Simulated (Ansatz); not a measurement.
Levels about the gap of amorphous In24O37Li2 (63 atoms in a cell of 862 Å³, 6.48 g/cm³; zone centre alone, so wide bands show as single levels with stretches between that a denser mesh fills), at the geometry that PBE relaxed, where it gives 0.1 GPa on a denser mesh. The participation number counts the atoms over which a state spreads; weights are charges in smoothed Voronoi cells. The levels come from a single point, so bond lengths are those of that geometry. Method of the levels: PBE, scalar-relativistic without spin-orbit coupling (Ansatz, a program for electronic structure). Sampling: the zone centre alone; Fermi-Dirac width 0.02 eV; no spin polarisation. At PBE the levels at the filled edge of the gap are localised (band-tail or defect states).

It comes from a melt-quench run on a machine-learned potential (CHGNet), relaxed afterwards by DFT. O atoms were pushed apart under 1.9 Å during the dynamics, to hinder bonds among them. The hot cell started wider than the set density and was brought back towards it in steps. It is the lowest in DFT energy of 2 quenches. It is a model cell: composition and starting density were chosen by hand, and all elements were melted together. No dispersion term was used. Its density started from a set value of 6.38 and ended at 6.48 g/cm³. Cooling (nominally 280 K/ps over its main leg) ran many orders faster than in experiment, which tends to leave more defects and strain. Values belong to this one cell and scatter from quench to quench. Volume and shape were free in the relaxation.

```csv
"E - E(highest filled), eV",filling,participation number,largest on,weight O,weight In,weight Li
-0.39,filled,14.7,"O, 4 neighbours",0.94,0.06,0.00
-0.37,filled,20.3,"O, 3 neighbours",0.94,0.06,0.00
-0.34,filled,13.0,"O, 3 neighbours",0.93,0.06,0.00
-0.23,filled,15.4,"O, 3 neighbours",0.94,0.06,0.00
-0.19,filled,8.8,"O, 4 neighbours",0.94,0.06,0.00
-0.12,filled,6.7,"O, 3 neighbours",0.95,0.05,0.00
0.00,filled,5.7,"O, 3 neighbours",0.95,0.05,0.00
0.46,empty,58.9,"O, 3 neighbours",0.56,0.42,0.02
3.28,empty,24.4,"In, 4 neighbours",0.61,0.38,0.01
3.43,empty,40.9,"In, 5 neighbours",0.61,0.38,0.01
3.50,empty,22.9,"In, 5 neighbours",0.60,0.39,0.01
3.59,empty,44.3,"In, 6 neighbours",0.61,0.37,0.01
3.81,empty,36.9,"In, 5 neighbours",0.62,0.36,0.02
4.03,empty,34.8,"In, 6 neighbours",0.63,0.36,0.01
```

Most localised among these is the filled level at +0.00 eV, on a O atom, which has 3 neighbours (In 2.05 Å, In 2.14 Å, In 2.27 Å).
